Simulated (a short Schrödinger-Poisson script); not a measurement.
Structure: MOS inversion layer, HfO2 on p-type GaN, at 300 K.

| layer | material | thickness (nm) | Na (cm⁻³) |
|---|---|---|---|
| 1 | HfO2 | 6.4 | - |
| 2 | GaN | 760 | 6.7e17 |

Constants are typed, rounded textbook-type inputs, not results; the design itself was drawn at random and stands for no fabricated device. HfO2: permittivity 22, conduction-band edge (eV) 1.6, gap (eV) 5.7, electron mass (mₑ) 0.2. GaN: permittivity 9.5, conduction-band edge (eV) 0, gap (eV) 3.43, Nv at 300 K (cm⁻³) 4.6e19.

Channel valleys (confinement mass, in-plane density-of-states mass, number): Γ 0.2, 0.2, 1. At the gate the conduction-band edge of layer 1 lies 1.77 eV − eVg above the Fermi level of the channel; the field vanishes at the back. Gaps are held at their typed values at every temperature. Mesh 0.03 nm at interfaces.

Solved with a short Schrödinger-Poisson script written for these runs: 1D Poisson equation in equilibrium, electrons quantum, Hartree (BenDaniel-Duke, 12 states a valley, the channel's in-plane mass for all, wave functions ending at the dielectric), parabolic valleys, classical holes, full ionisation, no traps, pinning or gate leakage.

The same stack at other levels of the model or other numerical settings:

| run | sheet density of all electrons at Vg = 1.1 V (cm⁻²) | capacitance at Vg = 1.1 V (μF/cm²) | centroid of the channel electrons at Vg = 1.1 V (nm) | gate voltage at 1e11 electrons/cm² (V) | rough cost against the base |
|---|---|---|---|---|---|
| base | 4.31e12 | 1.76 | 1.80 | 0.64 | about 1 |
| electrons treated as classical, Boltzmann | 9.86e12 | 2.82 | 0.21 | 0.44 | 0.05 |
| electrons treated as classical, Fermi-Dirac | 6.47e12 | 1.96 | 0.73 | 0.45 | 0.3 |
| electrons treated as quantum, Hartree plus LDA exchange-correlation | 4.80e12 | 1.84 | 1.76 | 0.62 | 2 |
| mesh six times as coarse | 4.31e12 | 1.77 | 1.80 | 0.64 | 0.3 |
| one subband a valley | 4.31e12 | 1.76 | 1.80 | 0.64 | 0.6 |

The classical rows ignore confinement, and Boltzmann statistics overrate the density once the band edge passes the Fermi level.

In real p-type GaN the Mg acceptor is only partly ionised, and so wide a gap doesn't supply an inversion layer without source and drain.
